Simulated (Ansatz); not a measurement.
**Zr: uniaxial strain ε_zz = +3.00 %**

Base system: Zr in the hcp (Mg type) structure (space group P6_3/mmc, No. 194; a = 3.1438 Å, c = 5.0928 Å; relaxed with 0.1 eV smearing). Axes: x lies along a and z along c of the hexagonal cell.

Perturbation: the cell is stretched by 3.00 % along z with no lateral relaxation, atoms relaxed at fixed cell.

All numbers come from LDA/PAW in Ansatz (a first-principles code), spin-orbit coupling left out. k-mesh 21×21×12 (Γ-centred); smearing 0.1 eV (Fermi–Dirac).

* **Volume per atom**: 22.45 Å³ (base 21.80 Å³)
* **Shortest interatomic distance**: 3.144 Å (base 3.127 Å)
* **Energy relative to the base (free energy F)**: +10 meV/atom
* **Pressure (mean of the normal stresses, compression positive)**: -3.1 GPa (base 0.0 GPa)
* **Band gap**: zero (base zero)
* **Stress (xx, yy, zz, yz, xz, xy; compression positive)**: (-2.3, -2.3, -4.7, 0.0, 0.0, 0.0) GPa

Final structure:

```yaml
crystal:
  lattice:
    - [3.14377, 0.00000, 0.00000]
    - [-1.57189, 2.72259, 0.00000]
    - [0.00000, 0.00000, 5.24562]
  atoms:
    - { symbol: Zr, position: [0.66667, 0.33333, 0.75000] }
    - { symbol: Zr, position: [0.33333, 0.66667, 0.25000] }
```

No phonon test of stability was made. All final runs are without spin polarisation.
